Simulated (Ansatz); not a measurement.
## CdSe with two functionals

Consider CdSe in the wurtzite structure (space group P6_3mc, No. 186; a = 4.383 Å, c = 7.155 Å).

(Cell as relaxed with PBE.)

Levels (all Ansatz, a first-principles code, PAW, earlier PAW set): PBE (420 eV, no SOC); PBEsol (420 eV, no spin-orbit coupling).

Each level relaxes its own structure.

| quantity | PBE | PBEsol |
|---|---|---|
| volume per atom | 29.76 Å³ | (withheld) |
| lattice parameter a | 8.282 bohr | (withheld) |
| lattice parameter c | 13.520 bohr | (withheld) |
| band gap | 0.54 eV | (withheld) |
| gap character | direct at Γ | (withheld) |
| electron mass | 0.057 mₑ | (withheld) |

Problem. Given the PBE results, estimate those of PBEsol.

Solution. 
- volume per atom, PBEsol: 28.13 Å³
- lattice parameter a, PBEsol: 8.130 bohr
- lattice parameter c, PBEsol: 13.268 bohr
- band gap, PBEsol: 0.54 eV
- gap character, PBEsol: direct at Γ
- electron mass, PBEsol: 0.055 mₑ

PBE's volume per atom lies 1.621 Å³ above PBEsol's (5.8 %); PBE's lattice parameter a lies 0.1527 bohr above PBEsol's (1.9 %); PBE's lattice parameter c lies 0.252 bohr above PBEsol's (1.9 %); the two agree on the band gap and gap character. Neither level is exact; PBEsol is the comparison here, not a measurement.

Masses are band curvatures over ±0.01 Å⁻¹ around the edge. Stability against distortions was not tested.
